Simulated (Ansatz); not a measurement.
Si (diamond structure), Σ3 (111) [1-10] symmetric tilt. One Ge atom replaces one Si atom in a bicrystal of 32 atoms (one solute to 26 Å² of one boundary, a high coverage); atoms relaxed, cell held. Energies count from the site farthest from both boundaries, which lies only 5.1 Å away; negative means that the solute is drawn to the site. The cell is neutral, and spin is allowed where the electrons are odd. k-points: Γ-centred 3×6×1 mesh; occupations: Fermi-Dirac, 0.050 eV; spin polarisation not allowed. Spin-orbit coupling is left out.

Sites tried, by distance from the nearest boundary plane (Å): 1.19, 1.19, 1.19, 1.98.

Task: Does Ge segregate by PBE run with Ansatz (a program for electronic structure), and with what energy at each site?

Result: 1.19 Å: -0.01 eV; 1.19 Å: -0.01 eV; 1.19 Å: -0.01 eV; 1.98 Å: 0.00 eV. No site tried binds it by more than 0.05 eV.
